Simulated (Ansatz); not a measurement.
The starting structures come from a database of crystals and need not be the phases stable at ambient conditions.

 Where the default PAW files enter, the runs use the earlier of Ansatz's two default sets.

## Evanescent states of YOF (P4/nmm, not sure to be the ambient phase, 6 atoms a cell, 13.3 Å³ an atom, -2 GPa at this level) along the normal of (100)

The numbers are results of PBEsol (plane waves, PAW; Ansatz, an electronic-structure program), not measurements.

The gap is the functional's own, uncorrected, and κ follows it; spin-orbit coupling is left out. Mid-gap values are interpolated between the computed energies.

Energies count from the valence-band top; κ is the least over a 8×6 mesh across the current.

```json
[
 {"E (eV)": "0.12", "κ (1/Å)": "0.189", "where": "off Γ"},
 {"E (eV)": "0.34", "κ (1/Å)": "0.312", "where": "off Γ"},
 {"E (eV)": "0.57", "κ (1/Å)": "0.367", "where": "off Γ"},
 {"E (eV)": "0.81", "κ (1/Å)": "0.399", "where": "Γ"},
 {"E (eV)": "1.03", "κ (1/Å)": "0.411", "where": "Γ"},
 {"E (eV)": "1.26", "κ (1/Å)": "0.420", "where": "Γ"},
 {"E (eV)": "1.50", "κ (1/Å)": "0.424", "where": "Γ"},
 {"E (eV)": "1.73", "κ (1/Å)": "0.426", "where": "Γ"},
 {"E (eV)": "1.96", "κ (1/Å)": "0.425", "where": "Γ"},
 {"E (eV)": "2.19", "κ (1/Å)": "0.421", "where": "Γ"},
 {"E (eV)": "2.42", "κ (1/Å)": "0.415", "where": "Γ"},
 {"E (eV)": "2.65", "κ (1/Å)": "0.407", "where": "Γ"},
 {"E (eV)": "2.88", "κ (1/Å)": "0.396", "where": "Γ"},
 {"E (eV)": "3.10", "κ (1/Å)": "0.383", "where": "Γ"},
 {"E (eV)": "3.33", "κ (1/Å)": "0.367", "where": "Γ"},
 {"E (eV)": "3.56", "κ (1/Å)": "0.348", "where": "Γ"},
 {"E (eV)": "3.79", "κ (1/Å)": "0.325", "where": "Γ"},
 {"E (eV)": "4.03", "κ (1/Å)": "0.298", "where": "Γ"},
 {"E (eV)": "4.25", "κ (1/Å)": "0.264", "where": "Γ"},
 {"E (eV)": "4.49", "κ (1/Å)": "0.220", "where": "Γ"},
 {"E (eV)": "4.71", "κ (1/Å)": "0.158", "where": "Γ"}
]
```

How thick must the barrier be to attenuate the transmission by 10^8 when the electrodes' Fermi level lies at 3.56 eV, and what attenuation does that film give at 2.88 eV?

d = 8 ln 10 / (2 × 0.348) = 26.5 Å. At 2.88 eV it gives 8 × 0.396/0.348 = 9.1 decades.
